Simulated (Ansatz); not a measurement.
**H interstitial started at a bond centre (zinc-blende GaP host)**

Level of theory: PBE, PAW (plane waves to 420 eV; Ansatz, a program for electronic structure). Cell: 64 sites, 2×2×2 repeats of a cell of 8 atoms; final energies on a 2×2×2 shifted mesh. Site at the start: bond centre of Ga and P, 2.38 Å. Charged cells carry a point-charge image correction with potential alignment at far atoms. Dielectric constants: PBE linear response of the host. Host gap at this level: 1.57 eV. Finite-size and sampling errors can reach tenths of an eV here. PBE underestimates the host's gap, which shifts levels and can delocalise carriers. Spin–orbit coupling is left out. Each state is the lowest found from its start.

The name describes the start; the neighbours show where the atoms ended.

Charges with a result: +1, 0, −1. Others weren't obtained, and one of them could lie lower, also by skipping a charge.

```csv
charge,moment (μB),largest move off a lattice site (Å),neighbours of the last H atom of the defect at the end (Å),image correction with alignment (eV)
+1,not spin-polarised,0.58,"P 1.43, Ga 1.91",0.14
0,1.0,0.53,"P 1.54, Ga 1.75, Ga 3.00, Ga 3.00, Ga 3.00",0.00
−1†,not spin-polarised,1.13,"Ga 1.56, P 2.09, Ga 2.92, Ga 2.92, Ga 2.92",0.12
```

† Not settled in this cell, so no level is given: charge −1: level within 0.1 eV of a band edge or past it.

Not the lowest form: the same atoms on another site or from another start ended lower, by 0.11 eV at charge 0; by 0.56 eV at charge −1. The levels below are those of this configuration alone.

Transition levels above the valence-band maximum: ε(+1/0) = 1.29 eV.

Flagged in the runs: a strain field that reaches the edge of the cell.
